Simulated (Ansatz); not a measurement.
Start from PbSe in the rock salt structure (space group Fm-3m, No. 225; a = 6.041 Å). Axes: x, y, z lie along the cube axes.

All numbers come from LDA (Ansatz, a first-principles code; PAW; 420 eV plane waves; spin-orbit coupling left out).

Strains are applied to the cell and any free atomic positions relax; under biaxial strain the out-of-plane vector relaxes too.

One change was made to it. Results:

The energy goes up by 2.0 meV/atom; the band gap remains zero; the shortest interatomic distance increases by 1.1 pm, from 302.0 pm to 303.1 pm; the pressure (mean of the normal stresses, compression positive) goes from zero to -0.6 GPa.

Q: Which of these changes matches the shifts?
(A) biaxial strain +2.08 %, plane normal [111], relaxed out of plane
(B) biaxial strain +1.25 %, plane normal [111], relaxed out of plane
(C) biaxial strain −0.42 %, plane normal [111], relaxed out of plane

A: B, biaxial strain +1.25 %, plane normal [111], relaxed out of plane. For comparison, the energy relative to the base in the other runs: biaxial strain −0.42 %, plane normal [111], relaxed out of plane gives +0.2 meV/atom; biaxial strain +2.08 %, plane normal [111], relaxed out of plane gives +5.4 meV/atom.

A case with no gap was solved on a k-mesh chosen for an insulator, which is coarse for it. With Pb present, leaving out spin-orbit coupling can change the band edges. No phonon test of stability was made. The final runs are not spin-polarised. Gaps under 0.05 eV, about the width of the smearing, are given as zero. A zero or small gap of PbSe can be the functional's error rather than a property of the material.
